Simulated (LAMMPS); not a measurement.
MD of Zr (hcp) at zero pressure, 4032 atoms, as a liquid; each row is its own run.

Level of theory: classical MD, pair style eam/fs, file Zr_mm.eam.fs, run in LAMMPS.

```
T (K)  volume (Å³/atom)
-----  ----------------
1490             24.642
2130             25.228
2340             25.427
2660             25.729
2980             26.050
```

Fit a straight line, y = a + b x, to these rows (x is the first column, y the second) and predict the run at x = 1920.

Least squares gives a = 23.229 and b = 0.0009425. At x = 1920 the fit predicts 25.038 Å³/atom. The run itself gave 25.035 ± 0.001 Å³/atom, so the fit is 0.012 % high.
